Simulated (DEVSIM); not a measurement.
Structure: Schottky contact on p-type InP, at 400 K.

```tsv
layer (left to right)	material	thickness (μm)	Na (cm⁻³)	τn (s)	τp (s)
1	InP	0.360	1.5e16	1.2e-8	1.2e-8
```

Left contact: Schottky, work function 4.814 eV, emission velocity 5e6 cm/s. Right contact: ohmic. Voltage is applied to the left contact. Recombination: SRH at mid-gap, radiative, Auger. Mobility is constant in doping.

This is a model device: material constants are rounded textbook-type values typed into the input, and sizes, dopings and lifetimes were drawn at random. Values at 300 K; Nc and Nv go as T^1.5, mobilities as T to minus their exponent, the gap by Varshni's rule with the affinity fixed.

| parameter | InP |
|---|---|
| gap (eV) | 1.344 |
| affinity (eV) | 4.38 |
| permittivity | 12.5 |
| Nc (cm⁻³) | 5.7e17 |
| Nv (cm⁻³) | 1.1e19 |
| μn (cm²/Vs) | 5200 |
| μp (cm²/Vs) | 170 |
| T exponent of μn | 2 |
| T exponent of μp | 2 |
| B (cm³/s) | 1.2e-10 |
| Cn (cm⁶/s) | 9e-31 |
| Cp (cm⁶/s) | 9e-31 |
| Varshni α (eV/K) | 0.000363 |
| Varshni β (K) | 162 |

Model (solved in DEVSIM): 1D drift-diffusion, Boltzmann statistics, complete ionisation; no tunnelling, impact ionisation, image-force lowering or self-heating. Metal contacts follow the ideal Schottky-Mott rule: no Fermi-level pinning, no interface dipoles.

Problem. Tabulate band edges, carrier densities and field at zero bias.

Solution. Energies count from the Fermi level of the right contact; mesh points crowd at the junctions.

| x (μm) | Ec (eV) | Ev (eV) | n (cm⁻³) | p (cm⁻³) | field (V/cm) |
|---|---|---|---|---|---|
| 0.000 | 0.434 | -0.877 | 3.0e12 | 1.5e8 | 51000 |
| 0.005372 | 0.461 | -0.850 | 1.4e12 | 3.3e8 | 50000 |
| 0.01178 | 0.493 | -0.819 | 5.4e11 | 8.2e8 | 49000 |
| 0.01942 | 0.529 | -0.782 | 1.9e11 | 2.4e9 | 47000 |
| 0.03266 | 0.589 | -0.722 | 3.3e10 | 1.3e10 | 44000 |
| 0.04432 | 0.639 | -0.672 | 7.8e9 | 5.7e10 | 41000 |
| 0.05824 | 0.695 | -0.617 | 1.6e9 | 2.9e11 | 38000 |
| 0.08234 | 0.781 | -0.530 | 1.3e8 | 3.5e12 | 33000 |
| 0.1036 | 0.847 | -0.465 | 1.9e7 | 2.4e13 | 29000 |
| 0.1289 | 0.912 | -0.399 | 2800000 | 1.6e14 | 23000 |
| 0.1591 | 0.972 | -0.339 | 490000 | 9.0e14 | 17000 |
| 0.2009 | 1.025 | -0.286 | 110000 | 4.2e15 | 9100 |
| 0.2311 | 1.046 | -0.265 | 57000 | 7.8e15 | 5100 |
| 0.2564 | 1.057 | -0.255 | 43000 | 1.0e16 | 3000 |
| 0.2815 | 1.062 | -0.249 | 36000 | 1.2e16 | 1700 |
| 0.2987 | 1.065 | -0.247 | 34000 | 1.3e16 | 1200 |
| 0.3131 | 1.066 | -0.245 | 32000 | 1.4e16 | 860 |
| 0.3252 | 1.067 | -0.244 | 31000 | 1.4e16 | 690 |
| 0.3389 | 1.068 | -0.243 | 31000 | 1.5e16 | 560 |
| 0.3468 | 1.068 | -0.243 | 30000 | 1.5e16 | 520 |
| 0.3534 | 1.069 | -0.243 | 30000 | 1.5e16 | 500 |
| 0.3600 | 1.069 | -0.242 | 30000 | 1.5e16 | 490 |
